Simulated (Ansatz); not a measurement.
Input and output of a self-consistent single point for Cs2PdCl4 (P4mm, 7 atoms in the cell) (Ansatz, a quantum-chemistry and plane-wave program).

Level of theory: LDA (PW92), default PAW files made with PBE (plane waves; Ansatz).

```
Cs2PdCl4
1.0
    7.53176     0.00000     0.00000
    0.00000     7.53176     0.00000
    0.00000     0.00000     4.68752
Cs Pd Cl
2 1 4
Cartesian
  0.00000   3.76588   2.34376
  3.76588   0.00000   2.34376
  0.00000   0.00000   0.05000
  1.64689   1.64689   0.00000
  5.88486   5.88486   0.00000
  5.88486   1.64689   0.00000
  1.64689   5.88486   0.00000
```

Reference input (self-consistent single point, DFT, LDA (PW92), plane waves, default PAW files made with PBE): basis.ecutwfc = 420 eV; kpoints.mp_grid.grid = 3 3 4; hamiltonian.xc = lda; hamiltonian.pseudopotentials = {kind: paw} (the program's default PAW files); scf.occupations.method = fixed. This run's input differs from it in these lines:

Ansatz 0.2 input:
```diff
@@ -14,3 +14,3 @@
 basis:
-  ecutwfc: 420.0 eV
+  ecutwfc: 145.0 eV
 kpoints:
```

Log, with long lists cut:

```
SCF iter   1: F=—  HF=-21979.441714 eV  |F-HF|=—  |Δ(HF+E_count)|=         —  Δρ=1.58e-1  dr2=5.92e1  ethr=1.77e-3  ⟨swp⟩=5.0  Hψ=1234  notcnv=0  defer=42
all-band conjugate gradients solve this SCF's bands
preconditioner: auto → Resta (q_TF=auto, 2.152 Å⁻¹)
SCF iter   2: F=—  HF=-21959.944505 eV  |F-HF|=—  |Δ(HF+E_count)|=    1.95e1  Δρ=4.98e-2  dr2=5.64e0  ethr=1.77e-3  ⟨swp⟩=3.9  Hψ=1144  notcnv=0  defer=39
   [... lines left out ...]
SCF iter   5: F=—  HF=-21957.692731 eV  |F-HF|=—  |Δ(HF+E_count)|=   4.88e-3  Δρ=4.64e-4  dr2=6.94e-4  ethr=2.10e-5  ⟨swp⟩=2.2  Hψ=642  notcnv=0  defer=45
SCF iter   6: F=—  HF=-21957.692565 eV  |F-HF|=—  |Δ(HF+E_count)|=   1.66e-4  Δρ=6.49e-5  dr2=3.25e-5  ethr=1.08e-6  ⟨swp⟩=2.0  Hψ=413  notcnv=0  defer=41
SCF iter   7: F=—  HF=-21957.692573 eV  |F-HF|=—  |Δ(HF+E_count)|=   8.21e-6  Δρ=1.77e-5  dr2=1.38e-6  ethr=5.07e-8  ⟨swp⟩=2.0  Hψ=476  notcnv=0  defer=37
SCF iter   8: F=-21957.692574 eV  HF=-21957.692574 eV  |F-HF|=1.43e-8  |Δ(HF+E_count)|=   1.40e-7  Δρ=4.94e-6  dr2=8.99e-8  ethr=1.56e-10  ⟨swp⟩=13.6  Hψ=1978  notcnv=0
SCF 1 converged in 8 iterations: F = -21957.692574 eV  dr2 = 8.99e-8
Free energy (F): -21957.692574 eV
Internal energy: -21957.692574 eV  (E = F + TS)
E sigma→0 (E₀):  -21957.692574 eV
Fermi energy:    1.635346 eV
--- Forces (eV/Å), atoms counted from 1 ---
  atom   1  Cs     0.00000000     0.00000000    -0.00054278
  atom   2  Cs     0.00000000     0.00000000    -0.00054278
  atom   3  Pd    -0.00000000     0.00000000    -0.17338218
  atom   4  Cl     0.17678869     0.17678869     0.04353744
  atom   5  Cl    -0.17678869    -0.17678869     0.04353744
  atom   6  Cl    -0.17678869     0.17678869     0.04353744
  atom   7  Cl     0.17678869    -0.17678869     0.04353744
--- Stress (GPa, compression-positive) ---
       -0.822502       0.000000       0.000000
        0.000000      -0.822502       0.000000
        0.000000       0.000000      -2.066810
  P = ⅓ Tr σ = -1.2373 GPa (-12.373 kbar)
  The stress holds the Pulay correction. Without it, at fixed plane waves, as pw.x and ABINIT print it: P = -150.6925 GPa
```

The run converged in 8 iterations. Against the reference run the free energy goes up by 11.8 eV/atom, the pressure goes from -2.41 to -1.24 GPa, the largest force goes from 0.542 to 0.254 eV/Å and the gap on the mesh goes from 1.755 to 1.838 eV.

The starting cell comes from a database of computed structures (which also holds hypothetical and non-ambient phases and stackings), without a prior relaxation at this level. Its lattice was rescaled by up to half a per cent. One atom was moved a little off its site on purpose. Ansatz's pressure includes its estimate of the finite-basis (Pulay) stress. Without the estimate this run gives -150.69 GPa. The cutoff lies below the one recommended for these files.
